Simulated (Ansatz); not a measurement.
Adsorption energy and surface dipole of F on the 1x1 (111) surface of fcc Ag, one in a 2x1 cell, started at the site 'hollow Ag-Ag-Ag over Ag at depth 4.7 Å', worked from the runs' numbers; total energies count from the potentials' own zero.

Calculation: PBE (plane waves to 420 eV, PAW; Ansatz, a first-principles code).

Slab: 9 atoms, 7.1 Å thick at the start under the adsorbate (thin: gaps and levels are the slab's own); k 6x12x1, smearing 0.1 eV, dipole-corrected; 4 atoms held, the rest relaxed; held to the start's symmetry, so lower structures may exist; no spin, no spin-orbit, no U, no dispersion correction. At the end it is bonded to 3 Ag. In PBE it is, or lies within 0.03 eV of, the lowest of the starts that converged.

```json
[
 {"quantity": "slab with the adsorbate", "value": "-61530.887 eV"},
 {"quantity": "clean slab, same cell and mesh", "value": "-60723.053 eV"},
 {"quantity": "reference, ½ F2(g)", "value": "-805.593 eV"},
 {"quantity": "area of the cell", "value": "14.90 Å²"},
 {"quantity": "change of the step from the bottom to the top vacuum level", "value": "2.492 eV"}
]
```

**Question.** What is the adsorption energy against this reference?

**Answer.** E(slab + adsorbate) − E(slab) − E(reference) = -2.24 eV, so in this state the adsorbate is more stable than in the reference, at a coverage of 6.71 a nm².

**Question.** What dipole does adsorption add to the slab along the outward normal (Helmholtz relation, ε₀ = 0.005526 e/(V·Å))?

**Answer.** p = −ε₀·A·ΔV = -0.205 e·Å = -0.99 D; its negative end points to the vacuum, which raises the vacuum level.
